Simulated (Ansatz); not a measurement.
# In2O3 (model structure, started from the Nb2Se3 type, P3m1, No. 156, 5 atoms in the cell)

Level of theory: LDA (PAW; Ansatz, a program for electronic structure).

Settings: plane-wave cutoff 520 eV, 24×24×6 k mesh (along the axes of the cell as run), Fermi–Dirac smearing 0.05 eV, scalar-relativistic PAW data made under PBE.

Cell (relaxed at this level):

```
In2O3
1.0
    3.23670     0.00000     0.00000
   -1.61835     2.80306     0.00000
    0.00000     0.00000     7.23959
In O
2 3
Cartesian
  0.00000   0.00000   2.96575
  0.00000   0.00000   6.08765
  1.61835   0.93435   4.42604
  0.00000   1.86871   2.13708
  1.61835   0.93435   7.00711
```

```yaml
band_gap: 0.17 eV
smallest_direct_gap_on_the_k_points_sampled: 0.24 eV
```

Note: the relaxation could raise the start's symmetry but not lower it, so the cell can be a saddle point.

Spin–orbit coupling is not included.

A model structure was made by putting elements into a prototype or built by hand; it is no filed structure, need not be a known phase, and can be a saddle point held by its symmetry.
